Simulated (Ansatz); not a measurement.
**Effect of biaxial strain +1.05 %, plane normal [001], relaxed out of plane on InPd3**

The parent structure is InPd₃ in the Cu3Au type structure (space group Pm-3m, No. 221; a = 3.971 Å; a cell from a computed database, its experimental status unchecked; relaxed with 0.1 eV smearing). Axes: x, y, z lie along the cube axes.

Modification: tensile biaxial strain of 1.05 % in the plane normal to [001], as in epitaxy on a mismatched substrate; the out-of-plane cell vector and the atoms relax.

Calculations: PBEsol (Ansatz, an electronic-structure program; PAW; 420 eV plane waves; no spin-orbit coupling). Settings: 15×15×15 k-points, 0.1 eV Fermi–Dirac smearing.

| quantity | base | changed | shift |
|---|---|---|---|
| volume per atom | 15.65 Å³ | 15.72 Å³ | +0.07 Å³ |
| space group | Pm-3m (No. 221) | P4/mmm (No. 123) | – |
| energy relative to the base (free energy F) | 0 meV/atom | +1.2 meV/atom | +1.2 meV/atom |
| pressure (mean of the normal stresses, compression positive) | 0.0 GPa | -0.8 GPa | -0.8 GPa |
| band gap | zero | zero | – |
| out-of-plane strain | – | -1.60 % | – |
| ratio −ε⊥/ε∥ | – | 1.53 | – |
| mean in-plane stress (compression positive) | – | -1.2 GPa | – |

Final structure (turned so that z lies along the plane normal):

```yaml
crystal:
  lattice:
    - [4.01228, 0.00000, 0.00000]
    - [0.00000, 4.01228, 0.00000]
    - [0.00000, 0.00000, 3.90700]
  atoms:
    - { symbol: In, position: [0.00000, 0.00000, 0.00000] }
    - { symbol: Pd, position: [0.50000, 0.50000, 0.00000] }
    - { symbol: Pd, position: [0.00000, 0.50000, 0.50000] }
    - { symbol: Pd, position: [0.50000, 0.00000, 0.50000] }
```

No phonon test of stability was made. The final runs are not spin-polarised.
